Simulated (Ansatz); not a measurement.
## BeS: response to strain

Take BeS in the zinc blende structure (space group F-43m, No. 216; a = 4.8686 Å) as the base. Axes: x, y, z lie along the cube axes.

Strains are applied to the cell and any free atomic positions relax; under biaxial strain the out-of-plane vector relaxes too; under stress the whole cell relaxes.

Level of theory: r2SCAN (Ansatz, a first-principles code), no SOC.

| variant | volume per atom | gap character | band gap | space group |
|---|---|---|---|---|
| base | 14.42 Å³ | indirect, Γ → X | 3.59 eV | F-43m (No. 216) |
| biaxial strain −4.70 %, plane normal [001], relaxed out of plane | 13.56 Å³ | indirect, Γ → X | (withheld) | I-4m2 (No. 119) |
| biaxial strain +0.68 %, plane normal [001], relaxed out of plane | 14.54 Å³ | indirect, Γ → M | (withheld) | I-4m2 (No. 119) |
| isotropic strain −0.90 % | 14.04 Å³ | indirect, Γ → X | (withheld) | F-43m (No. 216) |
| uniaxial strain ε_yy = −5.85 % | 13.58 Å³ | indirect, Γ → M | 2.92 eV | I-4m2 (No. 119) |
| uniaxial strain ε_yy = −2.55 % | 14.06 Å³ | indirect, Γ → M | 3.30 eV | I-4m2 (No. 119) |
| uniaxial stress, 3 GPa compression along x | 14.28 Å³ | indirect, Γ → M | 3.30 eV | I-4m2 (No. 119) |
| uniaxial stress, 8 GPa tension along z | 14.84 Å³ | indirect, Γ → X | 3.33 eV | I-4m2 (No. 119) |
| tensor shear ε_xy = −2.97 % | 14.41 Å³ | indirect, Γ → X | (withheld) | Imm2 (No. 44) |
| uniaxial stress, 8 GPa compression along z | 14.04 Å³ | indirect, Γ → M | 2.79 eV | I-4m2 (No. 119) |

Problem. What belongs in the blanks?

Solution. 
- biaxial strain −4.70 %, plane normal [001], relaxed out of plane, band gap: 3.04 eV
- biaxial strain +0.68 %, plane normal [001], relaxed out of plane, band gap: 3.50 eV
- isotropic strain −0.90 %, band gap: 3.53 eV
- tensor shear ε_xy = −2.97 %, band gap: 3.23 eV

Beyond what the load breaks, stability against distortions was not tested. Labels are those of the standard path for the cell's own space group.
